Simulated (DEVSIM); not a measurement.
**abrupt Ge p-n junction**

Device: abrupt Ge p-n junction, at 400 K.

| layer (left to right) | material | thickness (μm) | Nd (cm⁻³) | Na (cm⁻³) | τn (s) | τp (s) |
|---|---|---|---|---|---|---|
| 1 | Ge | 65.0 | - | 3.6e16 | 3.9e-5 | 3.9e-5 |
| 2 | Ge | 17.0 | 3.8e16 | - | 3.9e-5 | 3.9e-5 |

Left contact: ohmic. Right contact: ohmic. Voltage is applied to the left contact. Recombination: SRH at mid-gap, radiative. Mobility is μmin + (μ − μmin)/(1 + (N/Nref)^α).

This is a model device: material constants are rounded textbook-type values typed into the input, and sizes, dopings and lifetimes were drawn at random. Values at 300 K; Nc and Nv go as T^1.5, mobilities as T to minus their exponent, the gap by Varshni's rule with the affinity fixed.

```tsv
parameter	Ge
gap (eV)	0.664
affinity (eV)	4
permittivity	16
Nc (cm⁻³)	1.04e19
Nv (cm⁻³)	6e18
μn (cm²/Vs)	3900
μp (cm²/Vs)	1900
μn,min	150
μp,min	100
Nref,n	2.6e17
Nref,p	4e17
αn	0.56
αp	0.6
T exponent of μn	1.66
T exponent of μp	2.33
B (cm³/s)	6.4e-14
Varshni α (eV/K)	0.000477
Varshni β (K)	235
```

DEVSIM, 1D drift-diffusion, Boltzmann statistics, complete ionisation; no tunnelling, impact ionisation, image-force lowering or self-heating.

```yaml
potential_step_across_the_device_at_zero_bias: 0.225 V
largest_field_in_the_device_at_zero_bias: 26000 V/cm
Dark forward voltage at 1 A/cm²: 0.060 V
Dark forward voltage at 100 A/cm²: 0.269 V
```

Dark forward current:

```json
[
 {"V (V)": "0.05", "J (A/cm²)": "0.73"},
 {"V (V)": "0.10", "J (A/cm²)": "3.6"},
 {"V (V)": "0.15", "J (A/cm²)": "13"},
 {"V (V)": "0.20", "J (A/cm²)": "36"},
 {"V (V)": "0.25", "J (A/cm²)": "80"},
 {"V (V)": "0.30", "J (A/cm²)": "150"},
 {"V (V)": "0.35", "J (A/cm²)": "240"},
 {"V (V)": "0.45", "J (A/cm²)": "510"},
 {"V (V)": "0.50", "J (A/cm²)": "690"},
 {"V (V)": "0.55", "J (A/cm²)": "900"},
 {"V (V)": "0.60", "J (A/cm²)": "1100"},
 {"V (V)": "0.65", "J (A/cm²)": "1400"},
 {"V (V)": "0.70", "J (A/cm²)": "1700"},
 {"V (V)": "0.75", "J (A/cm²)": "2000"}
]
```
